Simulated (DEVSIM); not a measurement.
System: TaN/SiO2/n-Si capacitor, at 300 K.

Layer 1 from the left is SiO2, thickness (nm) 1.60. Layer 2 from the left is Si, thickness (nm) 3300, Nd (cm⁻³) 3.1e16.

Metal gate on the left, work function 4.4 eV. Fixed charge at the semiconductor interface -3.7e10 cm⁻² (in units of +e); no interface traps.

This is a model device: material constants are rounded textbook-type values typed into the input, and sizes, dopings and lifetimes were drawn at random. Values at 300 K.

SiO2: gap (eV) 9, affinity (eV) 0.9, permittivity 3.9. Si: gap (eV) 1.124, affinity (eV) 4.05, permittivity 11.7, Nc (cm⁻³) 2.86e19, Nv (cm⁻³) 3.1e19.

Model (solved in DEVSIM): 1D Poisson equation in equilibrium, Boltzmann statistics, complete ionisation; no quantum confinement or tunnelling. Metal contacts follow the ideal Schottky-Mott rule: no Fermi-level pinning, no interface dipoles.

Problem. What does the simulation give for the flat-band voltage, the threshold voltage (band bending 2φF)?

Solution. flat-band voltage 0.18 V; threshold voltage (band bending 2φF) -0.63 V.
